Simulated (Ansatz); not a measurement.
# BaTiO3, response to strain

The parent structure is BaTiO3 in the cubic perovskite structure (space group Pm-3m, No. 221; a = 3.994 Å). Axes: x, y, z lie along the cube axes.

Strains are applied to the cell and any free atomic positions relax.

Computed with r2SCAN in Ansatz (plane waves to 500 eV, PAW, no SOC).

Only one of these has a direct gap. Which?
(A) uniaxial strain ε_yy = +1.08 %
(B) isotropic strain −0.60 %
(C) uniaxial strain ε_xx = +4.16 %
(D) uniaxial strain ε_zz = +0.96 %
(E) isotropic strain −3.00 %

E, isotropic strain −3.00 %. Computed: uniaxial strain ε_xx = +4.16 %: indirect, A → Γ; uniaxial strain ε_zz = +0.96 %: indirect, A → Γ; isotropic strain −0.60 %: indirect, R → Γ; isotropic strain −3.00 %: direct at Γ; uniaxial strain ε_yy = +1.08 %: indirect, A → Γ

Stability against distortions was not tested. The final runs are not spin-polarised. Many cubic perovskites are stable only at high temperature; tilts and polar distortions were not tested. This is not the structure that BaTiO3 has at room temperature and ambient pressure. Labels are those of the standard path for the cell's own space group.

Ansatz is a first-principles code.
